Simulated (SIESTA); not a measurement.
Worked example: self-consistent single point of CrO₂ (P4_2/mnm, 6 atoms in the cell) in SIESTA.

Level of theory: GGA PBE, numerical atomic orbitals DZP, PseudoDojo PBE standard norm-conserving potentials (rewritten from UPF to PSML) (SIESTA 5.4.2).

The change in words: lattice scaled by 0.98. Reference geometry:
```
CELL_PARAMETERS angstrom
      4.45152     0.00000     0.00000
      0.00000     4.45152     0.00000
      0.00000     0.00000     2.94186
ATOMIC_POSITIONS crystal
  Cr 0.00000 0.00000 0.50000
  Cr 0.50000 0.50000 0.00000
  O  0.19726 0.19726 0.00000
  O  0.80274 0.80274 0.00000
  O  0.30274 0.69726 0.50000
  O  0.69726 0.30274 0.50000
```
Moments meant for the start (each program seeds them in its own way; μB, in the order of the atoms Cr Cr O O O O): 3.0 3.0 0.0 0.0 0.0 0.0.

Reference input (self-consistent single point, DFT, GGA PBE, numerical atomic orbitals DZP, PseudoDojo PBE standard norm-conserving potentials (rewritten from UPF to PSML)): XC.functional = GGA; XC.authors = PBE; potentials = PseudoDojo PBE standard; PAO.BasisSize = DZP; PAO.EnergyShift = 0.01 Ry; MeshCutoff = 300 Ry; kgrid.MonkhorstPack = 5 5 7; OccupationFunction = FD; ElectronicTemperature = 0.1 eV; Spin = polarized; DM.InitSpin = [1 +3.00, 2 +3.00, 3 +0.00, 4 +0.00, 5 +0.00, 6 +0.00]; MaxSCFIterations = 150. This run's input differs from it in these lines:

```diff
@@ -12,5 +12,5 @@
 %block LatticeVectors
-     8.412149859    0.000000000    0.000000000
-     0.000000000    8.412149859    0.000000000
-     0.000000000    0.000000000    5.559315366
+     8.243907542    0.000000000    0.000000000
+     0.000000000    8.243907542    0.000000000
+     0.000000000    0.000000000    5.448129550
 %endblock LatticeVectors
@@ -18,8 +18,8 @@
 %block AtomicCoordinatesAndAtomicSpecies
-     0.000000000    0.000000000    2.779657683  1
-     4.206074929    4.206074929    0.000000000  1
-     1.659380681    1.659380681    0.000000000  2
-     6.752769178    6.752769178    0.000000000  2
-     2.546694248    5.865455611    2.779657683  2
-     5.865455611    2.546694248    2.779657683  2
+     0.000000000    0.000000000    2.724064775  1
+     4.121953771    4.121953771    0.000000000  1
+     1.626193202    1.626193202    0.000000000  2
+     6.617714340    6.617714340    0.000000000  2
+     2.495760569    5.748146973    2.724064775  2
+     5.748146973    2.495760569    2.724064775  2
 %endblock AtomicCoordinatesAndAtomicSpecies
```

Output (repeated stretches shortened):

```
        iscf     Eharris(eV)        E_KS(eV)     FreeEng(eV)     dDmax    Ef(eV) dHmax(eV)
   scf:    1    -6466.561502    -6589.527457    -6589.641088  0.521422  1.029625 29.159246
     spin moment: {S} , |S| = {        0.0        0.0    3.99440 }     3.99440
   scf:    2    -6636.126625    -6614.212531    -6614.331668  0.250459 -0.750091 21.354947
     spin moment: {S} , |S| = {        0.0        0.0    3.99976 }     3.99976
   scf:    3    -6528.273707    -6616.462666    -6616.559558  0.370415 -4.450615 15.778652
     spin moment: {S} , |S| = {        0.0        0.0    3.62557 }     3.62557
   [... lines left out ...]
     spin moment: {S} , |S| = {        0.0        0.0    3.99974 }     3.99974
   scf:   15    -6643.097369    -6643.097258    -6643.148205  0.000324 -4.528090  0.012503
     spin moment: {S} , |S| = {        0.0        0.0    3.99973 }     3.99973
   scf:   16    -6643.097328    -6643.097296    -6643.148216  0.000138 -4.528824  0.003367
     spin moment: {S} , |S| = {        0.0        0.0    3.99973 }     3.99973
   scf:   17    -6643.097309    -6643.097303    -6643.148217  0.000042 -4.529096  0.000171
     spin moment: {S} , |S| = {        0.0        0.0    3.99973 }     3.99973
SCF Convergence by DM+H criterion
max |DM_out - DM_in|         :     0.0000424479
max |H_out - H_in|      (eV) :     0.0001705107
SCF cycle converged after 17 iterations

Using DM_out to compute the final energy and forces

siesta: E_KS(eV) =            -6643.0973

siesta: E_KS - E_eggbox =     -6643.0973

siesta: Atomic forces (eV/Ang):
     1   -0.000000    0.000000   -0.000000
     2    0.000000    0.000000   -0.000000
     3    0.030110    0.030110    0.000000
     4   -0.030110   -0.030110    0.000000
     5   -0.030110    0.030110    0.000000
     6    0.030110   -0.030110    0.000000
   Tot   -0.000000   -0.000000    0.000000
   Max    0.030110
   Res    0.020073    sqrt( Sum f_i^2 / 3N )
   Max    0.030110    constrained

   [... lines left out ...]
siesta: FreeEng =     -6643.148217
siesta: Cell volume =         54.867737 Ang**3
siesta:         123.48594994        124.02539242  kBar
   [... lines left out ...]

mulliken: Qtot =       24.000

Mulliken Atomic Populations:
Atom #   charge [q] valence [e]      Sz [e]  Species
     1     0.892737   13.107263    2.217168  Cr
     2     0.892737   13.107263    2.217168  Cr
     3    -0.446368    6.446368   -0.108651  O
     4    -0.446368    6.446368   -0.108651  O
     5    -0.446368    6.446368   -0.108651  O
     6    -0.446368    6.446368   -0.108651  O
 Total     0.000000                3.999731
```

The run converged in 17 iterations. Against the reference run the free energy rises by 15.1 meV/atom, the pressure goes from -3.30 to 12.35 GPa, the largest force goes from 0.150 to 0.043 eV/Å and the size of the net moment stays at 0.67 μB/atom.

The starting cell comes from a database of computed structures (which also holds hypothetical and non-ambient phases and stackings), without a prior relaxation at this level. Its lattice was rescaled by a random factor within 2.5 % of one. For this run, on top of that: lattice scaled by 0.98. The magnetic order is the one reached from the typed start; others were not searched systematically. Values carry the incompleteness of an atom-centred basis. With a pressure of about 12 GPa the cell is away from its equilibrium volume at this level.

Cost on one core of a shared machine: roughly 40 s.
